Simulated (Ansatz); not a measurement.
Data:

```
Ga2O3
1.0
    2.50018     1.44348     4.48287
   -2.50018     1.44348     4.48287
    0.00000    -2.88696     4.48287
Ga O
4 6
Direct
  0.35570   0.35570   0.35570
  0.14430   0.14430   0.14430
  0.64430   0.64430   0.64430
  0.85570   0.85570   0.85570
  0.55279   0.94721   0.25000
  0.25000   0.55279   0.94721
  0.94721   0.25000   0.55279
  0.44721   0.05279   0.75000
  0.75000   0.44721   0.05279
  0.05279   0.75000   0.44721
```

No spin polarisation.

All numbers come from plane-wave PAW DFT at the PBEsol level (Ansatz, an electronic-structure program, 420 eV), scalar-relativistic without spin-orbit coupling. Γ-centred 8×8×8 mesh, Fermi–Dirac width 0.05 eV.

Problem. Predict the smallest direct gap.

Solution. 2.95 eV.

Problem. Estimate the gap character.

Solution. Indirect, Γ–S₀ (50 % along) → Γ.

Problem. What is the computed band gap?

Solution. 2.70 eV.

Problem. What is the computed electron mass?

Solution. 0.22 mₑ (at Γ).

Effective masses come from finite differences of ±0.01 Å⁻¹. Stability against distortions was not tested. The cell was made from Al2O3 by this change: Al → Ga.
